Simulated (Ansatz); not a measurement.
**Several settings converged on Sr₂Mg (I4/mmm, 3 atoms in the cell)**

```xyz
3
Lattice="-2.1288 2.1288 7.2837 2.1288 -2.1288 7.2837 2.1288 2.1288 -7.2837" Properties=species:S:1:pos:R:3 pbc="T T T"
Sr     0.0000     0.0000     5.2156
Sr     0.0000     0.0000     9.3519
Mg     0.0000     0.0000     0.0000
```

Base method: LDA (PW92), default PAW files made with PBE (plane waves; Ansatz, an electronic-structure program).

Base settings: basis.ecutwfc = 30.9 Ry; kpoints.mp_grid.grid = 9 9 9; hamiltonian.xc = lda; hamiltonian.pseudopotentials = {kind: paw} (the program's default PAW files); scf.occupations.method = gaussian; scf.occupations.width = 0.0073 Ry.

Core times come from one kind of shared machine, to one figure; runs under 30 s give none.

**Zone-centre phonons against the mesh**

In this ladder: phonons.method = dfpt.

Frequencies are those of the unrelaxed cell, without the LO-TO term of polar crystals.

Only quantities that move along the ladder and can be compared are tabulated.

```tsv
kpoints.mp_grid.grid	highest zone-centre frequency (cm⁻¹)	lowest optical frequency (cm⁻¹)	core time / last (rough)
3 3 3	137.4	66.9	–
5 5 5	142.4	71.4	0.05
7 7 7	143.1	70.4	0.1
10 10 10	143.3	70.7	0.3
13 13 13	143.7	70.8	1
```

Coarsest kpoints.mp_grid.grid that holds the lowest optical frequency within 2 cm⁻¹ of the last step, with all finer ones: 5 5 5, at about 0.05 of the last step's time; the step before is off by 3.9 cm⁻¹.

Coarsest kpoints.mp_grid.grid that holds the highest zone-centre frequency within 5 cm⁻¹ of the last step, with all finer ones: 5 5 5, at about 0.05 of the last step's time; the step before is off by 6.3 cm⁻¹.

**The force threshold of a relaxation**

On Sr2Mg (I4mm, 3 atoms in the cell): one atom moved by 0.15 angstrom.

In this ladder: relax = atoms.

The mesh stays at the base's, so the ladder's end is converged at best in this setting alone.

Only quantities that move along the ladder and can be compared are tabulated.

```tsv
relax.f_tol	free energy less the last step's (meV/atom)	largest force left (eV/Å)	relaxation steps	core time / last (rough)
0.2 eV/Å	0.91	0.0906	2	0.5
0.05 eV/Å	0.00	0.0050	3	0.7
0.02 eV/Å	0.00	0.0050	4	0.9
0.001 eV/Å	0.00	0.0002	5	1
```

Coarsest relax.f_tol that holds the free energy within 0.05 meV/atom of the last step, with all finer ones: 0.05 eV/Å; the step before is off by 0.91 meV/atom.

Coarsest relax.f_tol that holds the largest force left within 0.02 eV/Å of the last step, with all finer ones: 0.05 eV/Å; the step before is off by 0.090 eV/Å.

On the base run: the starting cell comes from a database of computed structures (which also holds hypothetical and non-ambient phases and stackings), without a prior relaxation at this level. Its lattice was rescaled by up to half a per cent.

Keys are those of Ansatz 0.2.
